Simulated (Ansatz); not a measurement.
Consider CdS in the wurtzite structure (space group P6_3mc, No. 186; a = 4.197 Å, c = 6.830 Å).

Modification: a hydrostatic pressure of 7 GPa.

Levels (all Ansatz, a quantum-chemistry and plane-wave program, PAW, earlier PAW set): PBE (420 eV, no spin-orbit coupling); r2SCAN (500 eV, no SOC).

The geometry is relaxed with PBE.

| Quantity | Result |
|---|---|
| PBE band gap | 1.34 eV |
| PBE pressure | 7.00 GPa |
| PBE electron mass | 0.13 mₑ along c, 0.14 mₑ across (at Γ) |

Problem. Predict the band gap, pressure and electron mass from r2SCAN.

Solution. The band gap increases by 0.47 eV (1.34 eV → 1.81 eV); the pressure drops by 1.29 GPa (7.00 GPa → 5.71 GPa); the electron mass becomes 0.16 mₑ along c, 0.17 mₑ across (at Γ) (PBE: 0.13 mₑ along c, 0.14 mₑ across (at Γ)).

Single points use the geometry relaxed with PBE. Their cutoffs differ, which shifts pressures a little. Load acts through the strain it causes; cell and atoms are relaxed under it. Masses are band curvatures over ±0.01 Å⁻¹ around the edge. Stability against distortions was not tested. Measured, CdS leaves this structure (for rock salt) near 2.54 GPa (temperature not stated; as listed in Datta, Sujoy, Jana, Debnarayan, arXiv (2020)), on rising pressure, with hysteresis.
